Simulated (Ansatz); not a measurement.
The starting structures come from a database of crystals and need not be the phases stable at ambient conditions.

```yaml
crystal:
  lattice:
    - [7.66471, -0.00127, 0.00033]
    - [-1.89383, 7.74845, 0.04713]
    - [0.00000, 0.97389, 3.80825]
  atoms:
    - { symbol: Mo, position: [0.49590, 0.00086, 0.93071] }
    - { symbol: Mo, position: [0.99590, 0.00086, 0.06844] }
    - { symbol: Br, position: [0.87463, 0.67784, 0.14295] }
    - { symbol: Br, position: [0.37463, 0.67784, 0.17921] }
    - { symbol: Br, position: [0.03431, 0.32389, 0.82029] }
    - { symbol: Br, position: [0.53431, 0.32389, 0.85582] }
    - { symbol: O, position: [0.97749, 0.00085, 0.50766] }
    - { symbol: O, position: [0.47749, 0.00085, 0.49149] }
    - { symbol: O, position: [0.72308, 0.00086, 0.98887] }
    - { symbol: O, position: [0.22308, 0.00086, 0.01027] }
```

Space group of this cell: Cc. The cell was relaxed by PBE-D3(BJ); by PBEsol its mean pressure is -1.3 GPa.

Transport runs along the normal of the first two printed cell vectors.

No gap correction and no spin-orbit coupling; mid-gap values are interpolated between computed energies.

Q: State the band gap and the smallest decay constant κ at mid-gap according to PBEsol (Ansatz, an electronic-structure program).

A: Gap 1.20 eV on a 4×8×8 mesh; κ = 0.262 1/Å, at the zone centre.
